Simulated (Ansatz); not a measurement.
System: cubic perovskite KNiF3. Method: r²SCANh (Ansatz, a first-principles code, PAW).

Numerical settings: plane-wave cutoff 520 eV, 6×6×6 k mesh, Fermi–Dirac smearing 0.01 eV, spin-polarised with parallel moments, scalar-relativistic PAW data made under PBE.

Cell (measured lattice):

```
KNiF3
1.0
    4.01300     0.00000     0.00000
    0.00000     4.01300     0.00000
    0.00000     0.00000     4.01300
K Ni F
1 1 3
Direct
  0.00000   0.00000   0.00000
  0.50000   0.50000   0.50000
  0.50000   0.00000   0.50000
  0.00000   0.50000   0.50000
  0.50000   0.50000   0.00000
```
Starting moments (μB, in the order of the record's atoms K Ni F F F): 0.0 2.0 0.0 0.0 0.0.

**Question.** Predict the band gap, smallest direct gap on the k points sampled and direct gap at Γ.

**Answer.** 
* **band gap**: 4.44 eV (on the SCF k mesh) (indirect)
* **smallest direct gap on the k points sampled**: 4.71 eV
* **direct gap at Γ**: 5.51 eV

Note: the magnetic order was assumed, not searched for or taken from measurement; cell and atoms aren't relaxed at this level (pressure -0.8 GPa).
